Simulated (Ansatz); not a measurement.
Base system: SiS2 (space group Ibam, No. 72; a = 6.0185 Å, b = 9.3955 Å, c = 5.5448 Å; made of chains).

Levels (all Ansatz, a first-principles code, PAW): PBEsol (420 eV, no spin-orbit coupling); r2SCAN (500 eV, spin-orbit coupling left out).

The geometry is relaxed with PBEsol.

* **PBEsol lowest conduction level above the VBM at special points**: X 2.86 eV; Λ₀ 2.90 eV; G₀ 2.90 eV; F₀ 3.27 eV
* **PBEsol gap character**: indirect, Σ₀–Γ (11 % along) → G₀–X (50 % along)
* **PBEsol smallest direct gap**: 2.94 eV

Problem. How does going to r2SCAN change the lowest conduction level above the VBM at special points, gap character and smallest direct gap?

Solution. The lowest conduction level above the VBM at special points changes from X 2.86 eV; Λ₀ 2.90 eV; G₀ 2.90 eV; F₀ 3.27 eV to X 3.34 eV; Λ₀ 3.39 eV; G₀ 3.39 eV; F₀ 3.76 eV; the gap character is still indirect, Σ₀–Γ (11 % along) → G₀–X (50 % along); the smallest direct gap increases by 0.48 eV, from 2.94 eV to 3.42 eV.

Single points use the geometry relaxed with PBEsol. Whether these cells are dynamically stable was not tested. No dispersion term is included in the PBEsol runs.
